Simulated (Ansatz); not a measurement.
Start from HfO2 in the fluorite structure (space group Fm-3m, No. 225; a = 5.058 Å).

Calculations: plane-wave PAW DFT at the r2SCAN level (Ansatz, a quantum-chemistry and plane-wave program, 500 eV), without spin-orbit coupling.

Before the change:

```
Quantity                        Value
----------------------------  -------
Gap between the host's bands  4.30 eV
```

The change: electron doping at 2.0×10^22 cm⁻³ (0.647 per cell), with a uniform compensating background at fixed cell and a 300 K Fermi–Dirac width.

Task: What happens to the Fermi level from band edge and gap between the host's bands?

Result: The Fermi level relative to the doped band's edge (positive inside the band; to 0.05 eV) amounts to +0.70 eV; the gap between the host's bands hardly moves (4.30 eV against 4.31 eV).

Carriers are added with a uniform compensating background; total energy and stress of such cells depend on the potential's zero and are not compared; many-body gap narrowing is missing at this level. Spin-orbit coupling, missing from the scalar runs, can matter with Hf. Stability against distortions was not tested. This is not the structure that HfO2 has at room temperature and ambient pressure.
